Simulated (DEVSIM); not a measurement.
System: Schottky contact on n-type InP, at 250 K.

```tsv
layer (left to right)	material	thickness (μm)	Nd (cm⁻³)	τn (s)	τp (s)
1	InP	0.330	1.8e15	5e-9	5e-9
```

Left contact: Schottky, work function 5.3 eV, emission velocity 9.8e6 cm/s. Right contact: ohmic. Voltage is applied to the left contact. Recombination: SRH at mid-gap. Mobility is μmin + (μ − μmin)/(1 + (N/Nref)^α).

The device is made up for the run: typed textbook-type constants, with dimensions and the other settings drawn at random. Values at 300 K; Nc and Nv go as T^1.5, mobilities as T to minus their exponent, the gap by Varshni's rule with the affinity fixed.

```csv
parameter,InP
gap (eV),1.344
affinity (eV),4.38
permittivity,12.5
Nc (cm⁻³),5.7e17
Nv (cm⁻³),1.1e19
μn (cm²/Vs),5200
μp (cm²/Vs),170
"μn,min",400
"μp,min",10
"Nref,n",3e17
"Nref,p",4.9e17
αn,0.47
αp,0.62
T exponent of μn,2
T exponent of μp,2
Varshni α (eV/K),0.000363
Varshni β (K),162
```

Simulated with DEVSIM: 1D drift-diffusion, Boltzmann statistics, complete ionisation; no tunnelling, impact ionisation, image-force lowering or self-heating. Metal contacts follow the ideal Schottky-Mott rule: no Fermi-level pinning, no interface dipoles.

**Question.** Tabulate band edges, carrier densities and field at -5.0 V on the left contact.

**Answer.** Energies count from the Fermi level of the right contact; mesh points crowd at the junctions.

```
x (μm)    Ec (eV)  Ev (eV)  n (cm⁻³)  p (cm⁻³)  field (V/cm)
--------  -------  -------  --------  --------  ------------
0.000       5.920    4.560     < 1e2    1.1e10       -180000
0.005366    5.823    4.464     < 1e2     1.3e8       -180000
0.01175     5.708    4.349     < 1e2    630000       -180000
0.01935     5.572    4.212     < 1e2      1100       -180000
0.03039     5.374    4.014     < 1e2     < 1e2       -180000
0.04152     5.175    3.815     < 1e2     < 1e2       -180000
0.05476     4.938    3.578     < 1e2     < 1e2       -180000
0.07401     4.594    3.235     < 1e2     < 1e2       -180000
0.09341     4.249    2.889     < 1e2     < 1e2       -180000
0.1165      3.839    2.480     < 1e2     < 1e2       -180000
0.1440      3.354    1.994     < 1e2     < 1e2       -180000
0.1780      2.756    1.396     < 1e2     < 1e2       -180000
0.2067      2.252    0.893     < 1e2     < 1e2       -170000
0.2309      1.831    0.471     < 1e2     < 1e2       -170000
0.2584      1.353   -0.007     < 1e2     < 1e2       -170000
0.2743      1.077   -0.283     < 1e2     < 1e2       -170000
0.2852      0.889   -0.471     < 1e2     < 1e2       -170000
0.2969      0.688   -0.672      5900     < 1e2       -170000
0.3101      0.459   -0.900     2.4e8     < 1e2       -170000
0.3178      0.327   -1.032    1.1e11     < 1e2       -170000
0.3243      0.217   -1.143    1.9e13     < 1e2       -170000
0.3300      0.118   -1.242    1.8e15     < 1e2       -170000
```
